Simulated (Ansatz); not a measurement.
Consider AlN (space group P4_2/mnm, No. 136; a hypothetical phase, not in the database extracts checked).

```cif
data_Al4N4
_chemical_formula_sum 'Al4 N4'
_space_group_name_H-M_alt 'P42/mnm'
_space_group_IT_number 136
_space_group_name_Hall '-P 4n 2n'
_cell_length_a 5.29426
_cell_length_b 5.29426
_cell_length_c 3.10896
_cell_angle_alpha 90.000
_cell_angle_beta 90.000
_cell_angle_gamma 90.000
loop_
_atom_site_label
_atom_site_type_symbol
_atom_site_symmetry_multiplicity
_atom_site_Wyckoff_symbol
_atom_site_fract_x
_atom_site_fract_y
_atom_site_fract_z
_atom_site_occupancy
Al1 Al 4 g 0.17715 0.17715 0.50000 1
N1 N 4 f 0.31530 0.31530 0.00000 1
```

Levels (all Ansatz, a quantum-chemistry and plane-wave program, PAW): PBEsol (420 eV, no spin-orbit coupling); r2SCAN (500 eV, without spin-orbit coupling).

Its gap is 3.75 eV with PBEsol and 4.43 eV with r2SCAN.

One thing is altered: the cell is scaled by 0.9907 in all directions; the atoms relax in the strained cell.

With PBEsol the gap becomes 3.93 eV.

**Question.** If the r2SCAN correction stayed the same, what would the r2SCAN gap be, and what does the r2SCAN run give?

**Answer.** A rigid correction of +0.68 eV gives 4.61 eV. The r2SCAN run gives 4.63 eV, so the two effects roughly add.

Single points use the geometry relaxed with PBEsol. Semilocal Kohn–Sham gaps tend to fall short of experiment. Whether these cells are dynamically stable was not tested.
